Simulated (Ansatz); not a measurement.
Given:

```yaml
crystal:
  lattice:
    - [2.99308, 0.00000, 0.00000]
    - [1.49654, 2.59208, 0.00000]
    - [0.00000, 0.00000, 4.55437]
  atoms:
    - { symbol: Au, position: [0.33333, 0.33333, 0.25000] }
    - { symbol: Au, position: [0.66667, 0.66667, 0.75000] }
```

A single point on Au with a change (biaxial strain +4.59 %, plane normal [001], relaxed out of plane), its geometry relaxed with PBEsol.

Level of theory: Ansatz (a program for electronic structure) PBEsol, with spin-orbit coupling. Settings: 23×23×12 k-points, 0.1 eV Fermi–Dirac smearing.

**Question.** Predict the pressure and band gap.

**Answer.** The pressure is -6.0 GPa and the band gap is zero.

Single points use the geometry relaxed with PBEsol. Stability against distortions was not tested. The cell was made from Au in the hcp (Mg type) structure (space group P6_3/mmc, No. 194) by this change: biaxial strain +4.59 %, plane normal [001], relaxed out of plane. This is not the structure that Au has at room temperature and ambient pressure.
